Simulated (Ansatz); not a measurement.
Consider the following.

```xyz
2
Lattice="0.0000 2.3661 2.2951 2.3661 0.0000 2.2951 2.3661 2.3661 0.0000" Properties=species:S:1:pos:R:3 pbc="T T T"
B      0.0000     0.0000     0.0000
As     1.1830     1.1830     1.1476
```

No spin polarisation.

Level of theory: LDA/PAW in Ansatz (a program for electronic structure), without spin-orbit coupling. Γ-centred 12×12×12 mesh, Fermi–Dirac width 0.05 eV.

**Question.** Predict the gap character and hole mass.

**Answer.** 
```json
{
  "gap_character": "indirect, Γ → Γ–M (78 % along)",
  "hole_mass": "0.26 mₑ along z, 0.21 mₑ across (at Γ)"
}
```

The cells carry an imposed strain or load. Effective masses come from finite differences of ±0.01 Å⁻¹. Whether these cells are dynamically stable was not tested. The cell was made from BAs in the zinc blende structure (space group F-43m, No. 216) by this change: uniaxial strain ε_zz = −3.00 %.
